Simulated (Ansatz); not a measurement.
Results of r²SCANh (Ansatz, a program for electronic structure, plane waves, PAW) for CsCl-type FeAl.

Run with plane-wave cutoff 520 eV, 10×10×10 k mesh, Fermi–Dirac smearing 0.05 eV, no spin polarisation, scalar-relativistic PAW data made under PBE.

Energies at three volumes about the minimum:

```tsv
V (Å³/atom)	E − E_lowest (meV/atom)
11.037	4.96
11.320	0.00
11.516	1.92
```

Fit a parabola by hand: where is the minimum, what lattice constant follows, and what is the bulk modulus?

Slopes: (0.00 − 4.96)/(11.320 − 11.037) = -17.527 and (1.92 − 0.00)/(11.516 − 11.320) = 9.796 meV/Å³. Curvature E″ = 2 × (9.796 − (-17.527))/(11.516 − 11.037) = 114.084 meV/Å⁶. From the middle of the first interval, the slope vanishes at V0 = 11.1785 − (-17.527)/114.084 = 11.332 Å³/atom. B = V0 E″ = 11.332 × 114.084 meV/Å³ × 0.1602 GPa per meV/Å³ = 207 GPa. With 2 atoms in the cube, a = (2 × 11.332)^(1/3) = 2.830 Å. The full Birch–Murnaghan fit to all volumes gives V0 = 11.328 Å³/atom and B0 = 203 GPa.

Measured, for comparison: bulk modulus 152 GPa (room temperature, no zero-point or thermal correction; as tabulated in Yamada et al. (2019), arXiv:1910.09660); lattice constant a 2.910 Å (room temperature, no zero-point or thermal correction; as tabulated in Liu et al. (2023), doi:10.1107/s2414314623010659). Computed (rounded) less measured: bulk modulus +34 %.

Note: the run has no spin polarisation, so it can have missed a magnetic state.
